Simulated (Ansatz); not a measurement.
## Sn under a change: uniaxial strain ε_zz = −0.50 %

Base system: Sn in the diamond structure (space group Fd-3m, No. 227; a = 6.6562 Å; relaxed with 0.1 eV smearing). Axes: x, y, z lie along the cube axes.

It is then changed as follows: the cell is compressed by 0.50 % along z with no lateral relaxation, atoms relaxed at fixed cell.

All numbers come from Kohn–Sham DFT with the PBE functional, run in Ansatz (a program for electronic structure) with PAW and 420 eV plane waves, scalar-relativistic without spin-orbit coupling. Settings: 15×15×15 k-points, 0.1 eV Fermi–Dirac smearing.

```tsv
quantity	base	changed	shift
shortest interatomic distance	2.882 Å	2.877 Å	-0.005 Å
energy relative to the base (free energy F)	0 meV/atom	+0.2 meV/atom	+0.2 meV/atom
pressure (mean of the normal stresses, compression positive)	0.0 GPa	0.2 GPa	+0.2 GPa
band gap	zero	zero	–
stress (xx, yy, zz, yz, xz, xy; compression positive)	–	(0.1, 0.1, 0.3, 0.0, 0.0, 0.0) GPa	–
```

Whether these cells are dynamically stable was not tested.
